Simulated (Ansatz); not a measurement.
BeS (model structure, started from the rocksalt type, Fm-3m, No. 225, 2 atoms in the cell) was calculated with PBEsol (PAW; Ansatz, an electronic-structure program).

Numerical settings: plane-wave cutoff 520 eV, 14×14×14 k mesh, Fermi–Dirac smearing 0.01 eV, scalar-relativistic PAW data made under PBE.

Cell (relaxed at this level):

```
CELL_PARAMETERS angstrom
      0.00000     2.29492     2.29492
      2.29492     0.00000     2.29492
      2.29492     2.29492     0.00000
ATOMIC_POSITIONS crystal
  S  0.00000 0.00000 0.00000
  Be 0.50000 0.50000 0.50000
```

What does this level give for the band gap, Γ–Γ gap and bulk modulus B0?


- band gap: 0.95 eV (on the SCF k mesh)
- Γ–Γ gap: 5.86 eV
- bulk modulus B0: 114 GPa

Note: the bulk modulus is −V dP/dV from two relaxed cells at ±2 % in volume; the relaxation could raise the start's symmetry but not lower it, so the cell can be a saddle point.

Computed values are for the static lattice.

It cost about 8 core-seconds (a rough figure) of CPU time.

A model structure was made by putting elements into a prototype or built by hand; it is no filed structure, need not be a known phase, and can be a saddle point held by its symmetry.
